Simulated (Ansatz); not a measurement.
Consider Ag in the fcc (Cu type) structure (space group Fm-3m, No. 225; relaxed with 0.1 eV smearing).

```
Ag
1.0
    0.00000     2.02691     2.02691
    2.02691     0.00000     2.02691
    2.02691     2.02691     0.00000
Ag
1
Direct
  0.00000   0.00000   0.00000
```

Cartesian axes are those of the cell as printed.

The values are results of PBEsol (Ansatz, a first-principles code), no SOC, not measurements.

Perturbation: uniaxial strain ε_zz = +3.00 %, all other strain components held at zero; the atoms relax in the strained cell.

Q: Estimate the effect on the stress and energy relative to the base.

A: The stress (xx, yy, zz, yz, xz, xy; compression positive) amounts to (-2.8, -2.8, -4.0, 0.0, 0.0, 0.0) GPa; the energy goes up by 6.4 meV/atom.

No phonon test of stability was made.
